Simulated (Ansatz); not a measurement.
Symmetric slabs, relaxed from ideal cuts in 1x1 cells, of elemental solids: surface energy (J/m²) by functional, in Ansatz (plane waves, PAW). All structures are PBE's; the other columns are single points with references at the same level. No spin-orbit coupling, Hubbard U or dispersion. The rows are a random draw from the class, without slabs that broke up, higher cuts of a face and adsorbates that left their site.

```json
[
 {"system": "fcc Al (111), ideal cut with outer spacing 2.33 Å", "PBE (J/m²)": "0.82", "r2SCAN (J/m²)": "0.94"},
 {"system": "fcc Al (320), ideal cut with outer spacing 0.56 Å", "PBE (J/m²)": "1.02", "r2SCAN (J/m²)": "1.16"},
 {"system": "fcc Ir (100), ideal cut with outer spacing 1.94 Å", "PBE (J/m²)": "2.84", "r2SCAN (J/m²)": "3.13"},
 {"system": "hcp Re (10-11), ideal cut with outer spacing 0.35 Å", "PBE (J/m²)": "3.34", "r2SCAN (J/m²)": "3.59"},
 {"system": "hcp Ru (11-20), ideal cut with outer spacing 1.36 Å", "PBE (J/m²)": "3.40", "r2SCAN (J/m²)": "3.67"},
 {"system": "hcp Be (11-20), ideal cut with outer spacing 1.13 Å", "PBE (J/m²)": "2.11", "r2SCAN (J/m²)": "?"},
 {"system": "fcc Cu (331), ideal cut with outer spacing 0.83 Å", "PBE (J/m²)": "1.52", "r2SCAN (J/m²)": "1.78"},
 {"system": "hcp Ru (10-11), ideal cut with outer spacing 0.34 Å", "PBE (J/m²)": "2.92", "r2SCAN (J/m²)": "3.15"}
]
```

Fit a straight line y = a·x + b by least squares to the 7 complete rows (x: PBE (J/m²); y: r2SCAN (J/m²)).

the means are x̄ = 2.2657 and ȳ = 2.4886; Σ(x − x̄)² = 7.3966 and Σ(x − x̄)(y − ȳ) = 7.7467, so a = 1.047 and b = ȳ − a·x̄ = 0.116. The largest residual is 0.072.

What does the line predict for the withheld row, hcp Be (11-20), ideal cut with outer spacing 1.13 Å, and what did the calculation give?

the line gives 2.33; the calculation gave 2.16, a miss of -0.17, larger than any residual of the fitted rows.

Ansatz is a first-principles code.
